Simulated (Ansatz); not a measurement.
An Ansatz (a program for electronic structure) input (Kohn–Sham DFT with the PBEsol functional, run in Ansatz with PAW and 420 eV plane waves, no SOC):

Ansatz 0.2 input:
```yaml
crystal:
  lattice:
    - [0, 3.788973974, 3.788973974]
    - [3.788973974, 0, 3.788973974]
    - [3.788973974, 3.788973974, 0]
  atoms:
    - { symbol: Cs, position: [0, 0, 0] }
basis: { ecutwfc: 420, ecutrho_ratio: 4, xc_grid: 2, fft_grid_basis: typed }
kpoints: { mp_grid: { grid: [11, 11, 11] } }
hamiltonian:
  xc: pbesol
  dispersion: none
  pseudopotentials: { kind: paw }
scf: { occupations: { method: fermi_dirac, width: 0.05 }, convergence: { dr2_threshold: 0.0000000001 } }
output: { forces: true, stress: true }
checkpoint: { write: state.ck, write_every: 1000 }
```

**Question.** Which symmetry and how many k-points will the program report, and about how many plane waves at Γ?

**Answer.** Space group Fm-3m (ITA 225) with 48 operations, k-points 56 of 1331, and 2109 plane waves at Γ.

No phonon test of stability was made. All final runs are without spin polarisation. The cell was made from Sr by this change: Sr → Cs; the result is a model cell. This is not the structure that Cs has at room temperature and ambient pressure.
